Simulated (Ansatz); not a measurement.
## LaOF (P4/nmm, No. 129, 6 atoms in the cell; start mp-7100)

These are LDA (PAW; Ansatz, a quantum-chemistry and plane-wave program) values and carry that method's errors.

Numerical settings: plane-wave cutoff 520 eV, 8×8×6 k mesh (along the axes of the cell as run), Fermi–Dirac smearing 0.01 eV, scalar-relativistic PAW data made under PBE.

Cell (relaxed with PBEsol):

```cif
data_F2La2O2
_chemical_formula_sum 'La2 O2 F2'
_space_group_name_H-M_alt 'P4/nmm :1'
_space_group_IT_number 129
_space_group_name_Hall 'P 4ab 2ab -1ab'
_cell_length_a 4.04015
_cell_length_b 4.04015
_cell_length_c 5.77800
_cell_angle_alpha 90.000
_cell_angle_beta 90.000
_cell_angle_gamma 90.000
loop_
_space_group_symop_operation_xyz
  'x, y, z'
  '-y+1/2, x+1/2, z'
  '-x, -y, z'
  'y+1/2, -x+1/2, z'
  'x+1/2, -y+1/2, -z'
  '-y, -x, -z'
  '-x+1/2, y+1/2, -z'
  'y, x, -z'
  '-x+1/2, -y+1/2, -z'
  'y, -x, -z'
  'x+1/2, y+1/2, -z'
  '-y, x, -z'
  '-x, y, z'
  'y+1/2, x+1/2, z'
  'x, -y, z'
  '-y+1/2, -x+1/2, z'
loop_
_atom_site_label
_atom_site_type_symbol
_atom_site_symmetry_multiplicity
_atom_site_Wyckoff_symbol
_atom_site_fract_x
_atom_site_fract_y
_atom_site_fract_z
_atom_site_occupancy
La1 La 2 c 0.00000 0.50000 0.28390 1
O1 O 2 b 0.50000 0.50000 0.50000 1
F1 F 2 a 0.00000 0.00000 0.00000 1
```

```
Item                                          Result
-------------------------------------------  -------
band gap                                     4.52 eV
smallest direct gap on the k points sampled  4.62 eV
direct gap at Γ                              5.18 eV
```

Note: cell and atoms aren't relaxed at this level (pressure -3.6 GPa).

Spin–orbit coupling is not included.

Static lattice: no zero-point or thermal effects.

It cost very roughly 40 core-seconds of CPU time.

A start named mp-… is a Materials Project structure, which need not be a measured phase.
